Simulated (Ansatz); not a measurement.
Take W in the bcc (W type) structure (space group Im-3m, No. 229; a = 3.169 Å; relaxed with 0.1 eV smearing) as the base. Axes: x, y, z lie along the cube axes.

The values are results of Ansatz (an electronic-structure program), r2SCAN, PAW, cutoff 500 eV, no SOC, not measurements.

For the base:

The pressure is 0.0 GPa.

One thing is altered: biaxial strain −0.99 %, plane normal [001], relaxed out of plane (Cartesian); in-plane vectors clamped, the third vector and the atoms free.

Q: How does this affect the ratio −ε⊥/ε∥, energy relative to the base and pressure?

A: The ratio −ε⊥/ε∥ comes out as 0.77; the energy rises by 6.0 meV/atom; the pressure (mean of the normal stresses, compression positive) goes from zero to 4.1 GPa.

No phonon test of stability was made. The final runs are not spin-polarised.
